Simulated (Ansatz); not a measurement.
For Si₃P₄ (model structure, started from the Si3N4 type, Fd-3m, No. 227, 14 atoms in the cell), PBE (Ansatz, an electronic-structure program, PAW) gives:

| Property | Result |
|---|---|
| lattice constant a | 9.898 Å |
| cohesive energy | 3.95 eV/atom |

Q: What does r²SCAN (Ansatz, plane waves, PAW) give for the same quantities?

A: 
- lattice constant a: 9.850 Å (shrinks by 0.5 %)
- cohesive energy: 3.94 eV/atom (is nearly the same)

Changes are worked out from the printed values.

Unless a cell is named, each level is at its own relaxed cell (PBE 17.32, r²SCAN 17.07 Å³/atom).

Ansatz's density-functional and Hartree–Fock values are scalar-relativistic unless marked +SOC, with PAW data made under PBE.

A model structure was made by putting elements into a prototype or built by hand; it is no filed structure, need not be a known phase, and can be a saddle point held by its symmetry.
